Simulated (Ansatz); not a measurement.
Base system: AlN in the wurtzite structure (space group P6_3mc, No. 186; a = 3.1138 Å, c = 4.9836 Å).

Computed with Ansatz (a program for electronic structure) PBEsol, no spin-orbit coupling.

One change was made to it. Results:

| quantity | base | after |
|---|---|---|
| band gap | 4.09 eV | 4.87 eV |
| width of the top valence band | 2.41 eV | 2.62 eV |
| valence-band top at Γ (three highest levels, from the VBM) | 0.00, -0.22, -0.22 eV | 0.00, -0.35, -0.35 eV |
| shortest interatomic distance | 1.892 Å | 1.833 Å |

**Question.** What was done to the base?
A. pressure 9 GPa
B. pressure 22.5 GPa
C. pressure 0.9 GPa
D. pressure −1 GPa

**Answer.** B, pressure 22.5 GPa. For comparison, the band gap in the other runs: pressure 0.9 GPa gives 4.13 eV; pressure 9 GPa gives 4.44 eV; pressure −1 GPa gives 4.05 eV.

Load acts through the strain it causes; cell and atoms are relaxed under it. No phonon test of stability was made. Measured, AlN leaves this structure (for rock salt) near 14 GPa (temperature not stated; as listed in Datta, Sujoy, Jana, Debnarayan, arXiv (2020)), on rising pressure, with hysteresis.
